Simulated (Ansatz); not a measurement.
A periodic model of amorphous Ge10Sb10Te25:

```xyz
45
Lattice="11.8547 0.5268 -0.3196 0.5268 11.3231 -0.0671 -0.3196 -0.0671 11.2709" Properties=species:S:1:pos:R:3 pbc="T T T"
Ge     2.0645     6.4722     4.8281
Ge     0.3495     3.3071     0.7863
Ge     7.5108     9.0426     4.9424
Ge     6.4193     5.5667     5.7083
Ge     8.9418     7.5785     8.0771
Ge     0.9608     7.3939    10.8285
Ge     2.6116     6.7703     1.5818
Ge     2.9252     0.9368    10.5426
Ge     0.9680    10.2655     4.0034
Ge     9.5099     6.8819     1.0429
Sb     5.2068     1.8148     6.0075
Sb    11.6958    10.2399    -0.1268
Sb     9.3490     2.3558     4.8438
Sb     8.4027     3.1339     1.1841
Sb     7.4942     3.4356     8.8453
Sb     6.3163    10.5029     9.2044
Sb     3.4826     2.1655     3.0050
Sb     4.0177     4.3384     1.0025
Sb     4.4402     8.8124     2.1423
Sb     2.0835     8.2528     8.4868
Te     5.7903     1.5119     0.1110
Te     2.0980     3.4598    10.0441
Te    10.0324     8.6069     5.6646
Te     6.3980     3.5729     3.7647
Te     6.2665     8.1687     7.2416
Te     1.7950     3.5268     4.9146
Te     4.8230     4.1709     7.6441
Te     8.9579     5.0009     6.8156
Te     4.7009     8.3980    10.5539
Te    12.0604    10.9509     8.4650
Te     3.1347     9.0552     5.1949
Te     1.5542     0.3092     1.8261
Te     3.3661     0.1705     7.9474
Te     9.5801    11.4721     2.7796
Te     8.6875     9.2165    10.9423
Te    10.9299     6.0241    10.2732
Te    10.3630     4.3479     2.8837
Te     7.6295     0.8334     7.2147
Te     7.3518     5.5411    -0.1332
Te     6.7171     7.2207     3.1084
Te     0.5708     6.2208     7.0788
Te    10.0006     2.2804    10.3496
Te     6.8540    11.1804     3.3861
Te     0.2845     1.1424     5.9864
Te     0.3113     7.4020     2.9645
```

Level of theory: PBE, scalar-relativistic without spin-orbit coupling, PAW (Ansatz default set, large-core Te) (plane waves to 420 eV; Ansatz, a program for electronic structure).

Preparation: random packing, a CHGNet melt and quench, and a DFT relaxation. The hot cell started wider than the set density and was brought back towards it in steps. It is the lowest in DFT energy of 4 quenches. It is a model cell: composition and starting density were chosen by hand, and all elements were melted together. No dispersion term was used. Its density started from a set value of 5.65 and ended at 5.65 g/cm³. The quench (nominally 12 K/ps over its main leg) was far faster than any real one, so the model tends to hold more defects than a real film. Values belong to this one cell and scatter from quench to quench. The volume was held where the preparation left it and the shape relaxed, at a PBE pressure of 0.3 GPa. On a 2×2×2 Γ-centred mesh force components of up to 0.19 eV/Å stay, since the relaxation ran on one k-point at (1/4, 1/4, 1/4).

Cut-offs for bonds: Ge-Ge 2.74 Å, Ge-Sb 3.06 Å, Ge-Te 3.18 Å, Sb-Sb 3.20 Å, Sb-Te 3.42 Å, Te-Te 3.31 Å.

Task: Give the coordination numbers, mean bond lengths and angles.

Result: 
```json
{
  "Mean coordination of Ge": "3.90 (2 with 3, 7 with 4, 1 with 5)",
  "Mean coordination of Sb": "4.60 (1 with 3, 4 with 4, 3 with 5, 2 with 6)",
  "Mean coordination of Te": "3.16 (2 with 2, 18 with 3, 4 with 4, 1 with 5)",
  "Mean Sb-Te bond": "3.072 Å (spread 0.175 Å, 40 counted)",
  "Mean Ge-Te bond": "2.838 Å (spread 0.129 Å, 33 counted)",
  "Mean Te-Te bond": "3.016 Å (spread 0.169 Å, 3 counted)",
  "Mean Ge-Sb bond": "2.787 Å (spread 0.052 Å, 4 counted)",
  "Bond angle at Ge": "mean 105.8°, spread 20.5°",
  "Bond angle at Sb": "mean 105.7°, spread 28.9°",
  "Bond angle at Te": "mean 101.9°, spread 24.9°"
}
```

Task: List the pairs of like atoms that count as bonded by the rules above.

Result: Ge6-Ge7 (2.52 Å), Sb17-Sb18 (3.00 Å), Te23-Te41 (3.22 Å), Te26-Te44 (3.02 Å), Te34-Te43 (2.81 Å).
